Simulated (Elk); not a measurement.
Band structure of Fe (Im-3m, 1 atom in the cell).

```xyz
1
Lattice="-1.4350 1.4350 1.4350 1.4350 -1.4350 1.4350 1.4350 1.4350 -1.4350" Properties=species:S:1:pos:R:3 pbc="T T T"
Fe     0.0000     0.0000     0.0000
```
Moments meant for the start (each program seeds them in its own way; μB, in the order of the atoms Fe): 2.5.

Level of theory: PBE, all-electron FP-LAPW, Elk's shipped species files, default APW+lo basis run with Elk.

Settings: xctype = 20; spinpol = true; swidth = 0.00367493 Ha; ngridk = 11 11 11; reducebf = 0.7; rmtscf = 0.92; nempty = 12 per atom; maxscl = 100; bfcmt = [[0.0, 0.0, -2.5]].

The starting cell has typed, rounded lattice constants, without a prior relaxation at this level. With one magnetic atom in the cell only a parallel order is possible. Values depend on the basis (sphere radii, cutoffs, local orbitals), which need not be converged.

Levels in eV from the Fermi level, bands 4 to 11 of the first spin channel:
```json
[
 {"point": "Γ", "4": "-51.24", "5": "-8.10", "6": "-0.24", "7": "-0.24", "8": "-0.24", "9": "1.71", "10": "1.71", "11": "25.18"},
 {"point": "H", "4": "-51.53", "5": "-2.79", "6": "-2.79", "7": "2.32", "8": "2.32", "9": "2.32", "10": "9.90", "11": "9.90"},
 {"point": "N", "4": "-51.23", "5": "-3.44", "6": "-1.47", "7": "0.58", "8": "1.57", "9": "2.00", "10": "2.63", "11": "8.39"},
 {"point": "P", "4": "-51.43", "5": "-1.68", "6": "-1.68", "7": "-1.68", "8": "2.01", "9": "2.01", "10": "9.25", "11": "9.25"}
]
```

Bands cross the Fermi level along this path, so the cell is metallic at this level.

The net moment of the cell came out as 2.25 μB.
